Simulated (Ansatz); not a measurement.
Band structure of SnO₂ (P4_2/mnm, 6 atoms in the cell).

```
SnO2
1.0
    4.87775     0.00000     0.00000
    0.00000     4.87775     0.00000
    0.00000     0.00000     3.28352
Sn O
2 4
Direct
  0.50000   0.50000   0.50000
  0.00000   0.00000   0.00000
  0.19403   0.80597   0.50000
  0.80597   0.19403   0.50000
  0.69403   0.69403   0.00000
  0.30597   0.30597   0.00000
```

Computed with PBE, PAW files (plane waves; Ansatz, a first-principles code).

Settings: basis.ecutwfc = 420 eV; kpoints.mp_grid.grid = 7 7 10; hamiltonian.xc = pbe; hamiltonian.pseudopotentials = {kind: paw} (an earlier, softer set of the program's PAW files); scf.occupations.method = fixed; kpoints.band_path.npoints = 8.

The starting cell comes from a database of computed structures (which also holds hypothetical and non-ambient phases and stackings), without a prior relaxation at this level. Its lattice was rescaled by a random factor within 2.5 % of one.

### Question
Predict the gap along the standard path and the places of the band edges.

### Answer
The gap along the path is 0.29 eV, direct at Γ to within 0.01 eV.

Levels in eV from the top of the valence band on the path, bands 23 to 30:
| point | 23 | 24 | 25 | 26 | 27 | 28 | 29 | 30 |
|---|---|---|---|---|---|---|---|---|
| Γ | -1.27 | -0.70 | -0.70 | 0.00 | 0.29 | 5.38 | 5.87 | 5.87 |
| X | -1.21 | -1.21 | -0.58 | -0.58 | 3.54 | 3.54 | 6.61 | 6.61 |
| M | -1.34 | -1.34 | -0.81 | -0.81 | 3.92 | 3.92 | 6.91 | 6.91 |
| Z | -1.44 | -1.44 | -1.13 | -1.13 | 5.19 | 5.19 | 9.10 | 9.10 |
| R | -0.96 | -0.96 | -0.76 | -0.76 | 5.44 | 5.44 | 7.35 | 7.35 |
| A | -0.87 | -0.87 | -0.73 | -0.73 | 4.00 | 4.00 | 8.46 | 8.46 |

Keys are those of Ansatz 0.2.
